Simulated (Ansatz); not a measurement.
BaAl4 (I4/mmm, No. 139), treated with rVV10 (plane waves, PAW; Ansatz, a program for electronic structure).

Run with plane-wave cutoff 520 eV, 18×18×18 k mesh, Fermi–Dirac smearing 0.05 eV, scalar-relativistic PAW data made under PBE.

Equation-of-state points:

```tsv
V (Å³/atom)	E − E_lowest (meV/atom)	P (GPa)
22.785	6.42	2.244
23.260	1.55	1.063
23.735	0.00	0.002
24.210	1.43	-0.950
24.684	5.53	-1.804
```

Task: Estimate the bulk modulus from the pressures at 23.260 and 24.210 Å³/atom, and compare it with a fit to all energies.

Result: B = −V dP/dV. Between V = 23.260 and 24.210 Å³/atom, dP/dV = (-0.950 − (1.063))/(24.210 − 23.260) = -2.12 GPa per Å³/atom; at the midpoint 23.735 Å³/atom this gives B ≈ 50.3 GPa. The third-order Birch–Murnaghan fit gives V0 = 23.736 Å³/atom, B0 = 50.2 GPa, B′ = 4.4, which lies within 1 % of that estimate.

Shape and atoms are relaxed at each volume.

Note: the bulk modulus comes from volumes at which shape and atoms were relaxed.

Spin–orbit coupling is not included.

Static lattice: no zero-point or thermal effects.

It cost roughly 16 core-minutes of CPU time.
